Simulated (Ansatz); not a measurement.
Results of LDA (PAW; Ansatz, an electronic-structure program) for double-hcp La.

Run with plane-wave cutoff 520 eV, 18×18×6 k mesh (along the axes of the cell as run), Fermi–Dirac smearing 0.05 eV, scalar-relativistic PAW data made under PBE.

Starting structure:

```xyz
4
Lattice="3.7700 0.0000 0.0000 -1.8850 3.2649 0.0000 0.0000 0.0000 12.1600" Properties=species:S:1:pos:R:3 pbc="T T T"
La     0.0000     0.0000     0.0000
La     0.0000     0.0000     6.0800
La     1.8850     1.0883     9.1200
La     0.0000     2.1766     3.0400
```

Question: Into what structure does the relaxation of cell and atoms lead at this level, with the symmetry of the start kept?

Answer: The volume drops by 14 %; final space group P6_3/mmc.
```xyz
4
Lattice="3.5939 0.0000 0.0000 -1.7969 3.1124 0.0000 0.0000 0.0000 11.5198" Properties=species:S:1:pos:R:3 pbc="T T T"
La     0.0000     0.0000     0.0000
La     0.0000     0.0000     5.7599
La     1.7969     1.0375     8.6399
La     0.0000     2.0749     2.8800
```
